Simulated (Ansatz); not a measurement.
Free zigzag chain of Zr atoms

Method: PBE (plane waves to 420 eV, PAW; Ansatz, a quantum-chemistry and plane-wave program). Mesh 1×1×68. Collinear spin, started with parallel moments, which vanish. Periodic along z alone, with about 11 Å of vacuum beside it. A hypothetical model. Only distortions within the start's symmetry and period were free. Pairing along the axis, which can open a gap, is among the distortions not tried.

```
Quantity                                                                                                            Result
--------------------------------------------------------------------  ----------------------------------------------------
period along the axis (2 atoms)                                                                                    3.876 Å
PBE gap                                                                                               none (under 0.01 eV)
crossings of the Fermi level between Γ and the zone edge (49 points)  2, each for both spins (ideal conductance 2 × 2e²/h)
```

```yaml
crystal:
  lattice:
    - [12.50000, 0.00000, 0.00000]
    - [0.00000, 11.00000, 0.00000]
    - [0.00000, 0.00000, 3.87587]
  atoms:
    - { symbol: Zr, position: [0.44823, 0.50000, 0.00000] }
    - { symbol: Zr, position: [0.55177, 0.50000, 0.50000] }
```
